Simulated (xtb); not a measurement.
xtb 6.7.1, GFN2-xTB: B(H)(Br)(NMe2) (CN(C)BBr), 12 atoms. The geometry is a generated start, not checked to be a minimum at this level.

```
Item                       Value
-----------------  -------------
run flags                 --grad
method                  GFN2-xTB
--acc                1 (default)
--etemp (K)        300 (default)
basis functions               33
valence electrons             30
```

```xyz
12

B      0.7101    -1.2886     0.5075
H      0.5469    -1.6905     1.5962
Br     1.8715    -2.2484    -0.6328
N      0.0707    -0.1447     0.0800
C      0.1808     0.4610    -1.2307
C     -0.8228     0.6086     0.9353
H     -0.8116     0.5653    -1.6785
H      0.6252     1.4574    -1.1492
H      0.7994    -0.1441    -1.8885
H     -0.4727     1.6401     1.0306
H     -1.8295     0.6264     0.5073
H     -0.8682     0.1575     1.9230
```

One run each on 1 thread. Values of broydamp tried: 0.02, 0.05, 0.1, 0.2, 0.4 (default), 0.6, 0.8, 1.

Question: Predict the course of the SCC iterations along this series.

Answer: Fewest SCC iterations, within one of each other: 0.4 (default) with 14, 0.6 with 14, 0.8 with 14, 1 with 15. The count rises to 27 at 0.02. All converge to one solution.

| broydamp | SCC iterations | end |
|---|---|---|
| 0.02 | 27 | same solution |
| 0.05 | 24 | same solution |
| 0.1 | 20 | same solution |
| 0.2 | 17 | same solution |
| 0.4 (default) | 14 | same solution |
| 0.6 | 14 | same solution |
| 0.8 | 14 | same solution |
| 1 | 15 | same solution |
